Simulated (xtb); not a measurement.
xtb 6.7.1, GFN1-xTB: W(NH)2(Br)(Me) ([CH3][W](=[NH])(=[NH])[Br]), 10 atoms. The geometry is a generated start, not checked to be a minimum at this level.

```json
{
  "method": "GFN1-xTB",
  "--acc": "1 (default)",
  "--etemp (K)": "300 (default)",
  "detailed input (--input)": "none: ANC optimiser, Lindh (1995) Hessian, microcycle=20, maxdispl=1.0, hlow=0.01 (default)",
  "basis_functions": "42",
  "valence_electrons": "32"
}
```

```xyz
10

W     -0.2819     0.3761    -0.5370
N     -1.7903    -0.5686    -0.6136
H     -2.5275    -1.2304    -0.8684
N      0.9398    -0.0322    -1.7672
H      1.4218    -0.4218    -2.5804
Br    -0.6483     2.7601    -0.4092
C      0.6089    -0.1882     1.3988
H      0.6383    -1.2371     1.7216
H     -0.0060     0.3509     2.1564
H      1.6451     0.1912     1.4991
```

Charge 0 and multiplicity 1 are set for this test and not shown to be the ground state.

The structure is relaxed from this start with --opt LEVEL for the levels crude, sloppy, loose, lax, normal, tight, vtight, extreme, once each. Up to the end of the extreme run atoms move by at most 0.29 Å along an axis.

Problem. What is the loosest level that ends within 5 meV of the extreme run, and how many cycles does it take?

Solution. sloppy: 10 cycles against 30, ending 2.7 meV above.

```
level    cycles  energy above the extreme run (meV)  gradient norm (eV/Å)
-------  ------  ----------------------------------  --------------------
crude         7                                 6.5                  0.30
sloppy       10                                 2.7                 0.072
loose        10                                 2.7                 0.072
lax          12                                 1.6                 0.081
normal       17                                0.14                 0.047
tight        19                               0.023                 0.040
vtight       22                          under 0.01                0.0095
extreme      30                                   —                0.0015
```
